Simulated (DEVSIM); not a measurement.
Device: Au/SiON/SiO2/n-Si capacitor, at 400 K.

Layer 1 from the left is SiON, thickness (nm) 2.80. Layer 2 from the left is SiO2, thickness (nm) 0.580. Layer 3 from the left is Si, thickness (nm) 960, Nd (cm⁻³) 3.6e17.

Metal gate on the left, work function 5.1 eV. Fixed charge at the semiconductor interface 0 cm⁻² (in units of +e); no interface traps.

This is a model device: material constants are rounded textbook-type values typed into the input, and sizes, dopings and lifetimes were drawn at random. Values at 300 K; Nc and Nv go as T^1.5, mobilities as T to minus their exponent, the gap by Varshni's rule with the affinity fixed.

SiON: gap (eV) 7, affinity (eV) 1.4, permittivity 5.5. SiO2: gap (eV) 9, affinity (eV) 0.9, permittivity 3.9. Si: gap (eV) 1.124, affinity (eV) 4.05, permittivity 11.7, Nc (cm⁻³) 2.86e19, Nv (cm⁻³) 3.1e19, Varshni α (eV/K) 0.000473, Varshni β (K) 636.

DEVSIM, 1D Poisson equation in equilibrium, Boltzmann statistics, complete ionisation; no quantum confinement or tunnelling. Metal contacts follow the ideal Schottky-Mott rule: no Fermi-level pinning, no interface dipoles.

Task: What does the simulation give for the flat-band voltage, the threshold voltage (band bending 2φF)?

Result: flat-band voltage 0.88 V; threshold voltage (band bending 2φF) -0.10 V.
